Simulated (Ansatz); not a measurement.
The structure below was relaxed with PBEsol (Ansatz, a quantum-chemistry and plane-wave program; PAW; 420 eV plane waves; no SOC).

Space group Fm-3m (No. 225); a = 3.1480 Å, b = 3.1480 Å, c = 3.1480 Å, α = 90.00°, β = 90.00°, γ = 90.00°

```csv
atom,site,symmetry,x,y,z
Be,4a,m-3m,0.0000,0.0000,0.0000
```

Q: Write out a cell with all atoms.

A: 
```xyz
4
Lattice="3.1480 0.0000 0.0000 0.0000 3.1480 0.0000 0.0000 0.0000 3.1480" Properties=species:S:1:pos:R:3 pbc="T T T"
Be     0.0000     0.0000     0.0000
Be     0.0000     1.5740     1.5740
Be     1.5740     0.0000     1.5740
Be     1.5740     1.5740     0.0000
```
This is the conventional cell.

Stability against distortions was not tested. The cell was made from Sr by this change: Sr → Be; the result is a hypothetical phase, not in the database extracts checked.
